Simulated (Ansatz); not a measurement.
Pressure series in hypothetical P4_2/mnm GaN

Start from GaN (space group P4_2/mnm, No. 136; a = 5.5350 Å, c = 3.2140 Å; a hypothetical phase, not in the database extracts checked).

Cell and atoms are relaxed at each pressure.

Calculations: Kohn–Sham DFT with the PBE functional, run in Ansatz (an electronic-structure program) with PAW and 420 eV plane waves, scalar-relativistic without spin-orbit coupling.

```csv
P (GPa),V (Å³/atom)
-2.00,12.467
-1.00,12.387
0.30,12.286
0.69,12.256
1.48,12.197
3.00,12.089
5.00,11.953
7.50,11.793
10.00,11.644
```

A third-order Birch–Murnaghan fit to these points gives V₀ = 12.31 Å³/atom, B₀ = 160 GPa and B₀′ = 4.2. At pressure 10 GPa the volume is 94.6 % of V₀.

Load acts through the strain it causes; cell and atoms are relaxed under it. Whether these cells are dynamically stable was not tested. No other phases were tried under pressure.
